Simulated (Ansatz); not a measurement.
# TaBSi (model structure, started from the MoAlB type, Cmcm, No. 63, 6 atoms in the cell): properties by level of theory

| level (code) | bulk modulus B0 (GPa) | cohesive energy (eV/atom) |
|---|---|---|
| LDA (Ansatz) | 253 | 7.96 |
| PBE (Ansatz) | 231 | 6.85 |
| PBEsol (Ansatz) | 245 | 7.48 |
| r²SCAN (Ansatz) | 245 | 6.82 |

Caveats: the bulk modulus is −V dP/dV from two relaxed cells at ±2 % in volume (LDA, PBE, PBEsol, r²SCAN). Ansatz's density-functional and Hartree–Fock values are scalar-relativistic unless marked +SOC, with PAW data made under PBE.

Unless a cell is named, each level is at its own relaxed cell (LDA 11.30, PBE 11.77, PBEsol 11.51, r²SCAN 11.59 Å³/atom).

Free atoms are spin-polarised, in the lowest state found; at levels without +SOC their spin–orbit coupling is left out.

Static lattice: no zero-point or thermal effects.

A model structure was made by putting elements into a prototype or built by hand; it is no filed structure, need not be a known phase, and can be a saddle point held by its symmetry.

Ansatz is a program for electronic structure.
